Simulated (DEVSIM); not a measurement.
Device: illuminated Si n-on-p cell, one wavelength, with a back-surface field, at 300 K.

```
layer (left to right)  material  thickness (μm)  Nd (cm⁻³)  Na (cm⁻³)   τn (s)   τp (s)  absorption coefficient (cm⁻¹)
---------------------  --------  --------------  ---------  ---------  -------  -------  -----------------------------
1                            Si           0.150     6.1e17          -   3.2e-5   3.5e-6                          32000
2                            Si            22.0          -     1.8e15  0.00027  0.00027                          32000
3                            Si           0.310          -       5e18  0.00027  0.00027                          32000
```

Left contact: ohmic, minority hole recombination velocity 1e5 cm/s. Right contact: ohmic, minority electron recombination velocity 40000 cm/s. Voltage is applied to the left contact. Recombination: SRH at mid-gap, radiative, Auger. Light enters at the left, 1.9e17 photons cm⁻² s⁻¹, one pass, no reflection. Mobility is μmin + (μ − μmin)/(1 + (N/Nref)^α).

Constants are typed, rounded textbook-type inputs, not results; the design itself was drawn at random and stands for no fabricated device. Values at 300 K; Nc and Nv go as T^1.5, mobilities as T to minus their exponent, the gap by Varshni's rule with the affinity fixed.

```tsv
parameter	Si
gap (eV)	1.124
affinity (eV)	4.05
permittivity	11.7
Nc (cm⁻³)	2.86e19
Nv (cm⁻³)	3.1e19
μn (cm²/Vs)	1417
μp (cm²/Vs)	470
μn,min	52
μp,min	45
Nref,n	9.7e16
Nref,p	2.2e17
αn	0.68
αp	0.72
T exponent of μn	2.3
T exponent of μp	2.2
B (cm³/s)	4.7e-15
Cn (cm⁶/s)	2.8e-31
Cp (cm⁶/s)	9.9e-32
Varshni α (eV/K)	0.000473
Varshni β (K)	636
```

Model (solved in DEVSIM): 1D drift-diffusion, Boltzmann statistics, complete ionisation; no tunnelling, impact ionisation, image-force lowering or self-heating.

Base results: share of generated pairs collected at short circuit 0.951; dark forward voltage at 1 A/cm² (V) 0.695; potential step across the device at zero bias (V) 0.977; open-circuit voltage (V) 0.599.

**Question.** What follows from this one change: doping Nd of layer 1 6.1e+17 → 6.1e+18 cm^-3?

**Answer.** share of generated pairs collected at short circuit 0.951 → 0.914; dark forward voltage at 1 A/cm² 0.695 → 0.747 V; potential step across the device at zero bias 0.977 → 1.037 V; open-circuit voltage 0.599 → 0.652 V.

**Question.** What follows from this one change: temperature 300 → 500 K?

**Answer.** share of generated pairs collected at short circuit 0.951 → 0.937; dark forward voltage at 1 A/cm² 0.695 → 0.291 V; potential step across the device at zero bias 0.977 → 0.755 V; open-circuit voltage 0.599 → 0.130 V.

**Question.** What follows from this one change: doping Na of layer 3 5e+18 → 1.5e+18 cm^-3?

**Answer.** share of generated pairs collected at short circuit little changed (0.951); dark forward voltage at 1 A/cm² little changed (0.691 V); potential step across the device at zero bias 0.977 → 0.946 V; open-circuit voltage little changed (0.596 V).

**Question.** What follows from this one change: constant mobility in place of the doping-dependent one?

**Answer.** share of generated pairs collected at short circuit 0.951 → 0.976; dark forward voltage at 1 A/cm² little changed (0.691 V); potential step across the device at zero bias little changed (0.977 V); open-circuit voltage little changed (0.596 V).
